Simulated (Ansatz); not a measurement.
An Ansatz (a first-principles code) input (PBEsol (Ansatz), no spin-orbit coupling):

Ansatz 0.2 input:
```yaml
crystal:
  lattice:
    - [0, 2.2490384392, 2.2490384392]
    - [2.2490384392, 0, 2.2490384392]
    - [2.2490384392, 2.2490384392, 0]
  atoms:
    - { symbol: N, position: [0.75, 0.75, 0.75] }
    - { symbol: Ga, position: [0, 0, 0] }
basis: { ecutwfc: 420, ecutrho_ratio: 4, xc_grid: 2, fft_grid_basis: typed }
kpoints: { mp_grid: { grid: [29, 29, 29] } }
hamiltonian:
  xc: pbesol
  dispersion: none
  pseudopotentials: { kind: paw }
total_charge: -0.011376
scf: { occupations: { method: fermi_dirac, width: 0.0259 }, convergence: { dr2_threshold: 0.0000000002 } }
relax: { f_tol: 0.005, max_steps: 30 }
output: { forces: true, stress: true }
checkpoint: { write: state.ck, write_every: 1000 }
```

Question: Which symmetry and how many k-points will the program report, and about how many plane waves at Γ?

Answer: Space group F-43m (ITA 216) with 24 operations, k-points 680 of 24389, and 459 plane waves at Γ.

Charged cell with a jellium background: band edges are those of the host's band count, energies are not comparable with the neutral cell, and many-body gap narrowing is missing. Stability against distortions was not tested. The cell was made from GaN in the zinc blende structure (space group F-43m, No. 216) by this change: electrons 5.0×10^20 cm⁻³. This is not the structure that GaN has at room temperature and ambient pressure.
